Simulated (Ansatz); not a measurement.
Symmetric slabs, relaxed from ideal cuts in 1x1 cells, of elemental solids: surface energy (J/m²) by functional, in Ansatz (plane waves, PAW). All structures are PBE's; the other columns are single points with references at the same level. No spin-orbit coupling, Hubbard U or dispersion. The rows are a random draw from the class, without slabs that broke up, higher cuts of a face and adsorbates that left their site.

| system | PBE (J/m²) | r2SCAN (J/m²) |
|---|---|---|
| hcp Zn (20-21), ideal cut with outer spacing 0.19 Å | 0.45 | 0.49 |
| hcp Tl (21-30), ideal cut with outer spacing 0.39 Å | 0.28 | 0.35 |
| tetragonal indium (112), ideal cut with outer spacing 1.71 Å | 0.37 | 0.41 |
| bcc K (211), ideal cut with outer spacing 2.16 Å | 0.11 | 0.13 |
| bcc Na (210), ideal cut with outer spacing 0.94 Å | 0.22 | 0.25 |
| bcc Na (221), ideal cut with outer spacing 0.70 Å | 0.24 | ? |
| hcp Ti (21-30), ideal cut with outer spacing 0.32 Å | 2.00 | 2.17 |
| alpha gallium (120), ideal cut with outer spacing 1.11 Å | 0.56 | 0.75 |

### Question
Fit a straight line y = a·x + b by least squares to the 7 complete rows (x: PBE (J/m²); y: r2SCAN (J/m²)).

### Answer
the means are x̄ = 0.5700 and ȳ = 0.6500; Σ(x − x̄)² = 2.5176 and Σ(x − x̄)(y − ȳ) = 2.7060, so a = 1.075 and b = ȳ − a·x̄ = 0.037. The largest residual is 0.111.

### Question
What does the line predict for the withheld row, bcc Na (221), ideal cut with outer spacing 0.70 Å, and what did the calculation give?

### Answer
the line gives 0.30; the calculation gave 0.27, a miss of -0.03, of the size of the fitted rows' scatter and rounding.

Ansatz is an electronic-structure program.
